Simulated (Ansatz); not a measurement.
**Functionals side by side, with their cost (level): LaH₃ (I4/mmm, 4 atoms in the cell)**

```xyz
4
Lattice="-1.8917 1.8917 3.0797 1.8917 -1.8917 3.0797 1.8917 1.8917 -3.0797" Properties=species:S:1:pos:R:3 pbc="T T T"
La     0.0000     0.0000     0.0000
H      0.0000     1.8917     1.5398
H      1.8917     0.0000     1.5398
H      0.0000     0.0000     3.0797
```

Program: Ansatz (a first-principles code), default PAW files made with PBE; each row names its functional.

Base settings: basis.ecutwfc = 30.9 Ry; kpoints.mp_grid.grid = 8 8 8; hamiltonian.xc = hse06; hamiltonian.pseudopotentials = {kind: paw} (the program's default PAW files); scf.occupations.method = gaussian; scf.occupations.width = 0.0015 Ry.

Differences are taken from HSE06, a reference of convenience: it is no measurement, and no ranking of the functionals follows.

Core times come from one kind of shared machine and are given to one figure; runs under 30 s give none.

The starting cell comes from a database of computed structures (which also holds hypothetical and non-ambient phases and stackings), without a prior relaxation at this level. Its lattice was rescaled by a random factor within 2.5 % of one. Ansatz's pressure includes its estimate of the finite-basis (Pulay) stress.

| level | gap on the mesh less reference (eV) | pressure less reference (GPa) | core time / reference (rough) |
|---|---|---|---|
| PBEsol | -0.692 | -2.12 | – |
| PBE0 | 0.660 | 0.11 | 1.0 |
| HSE06 | 0.000 | 0.00 | 1 |

Keys are those of Ansatz 0.2.
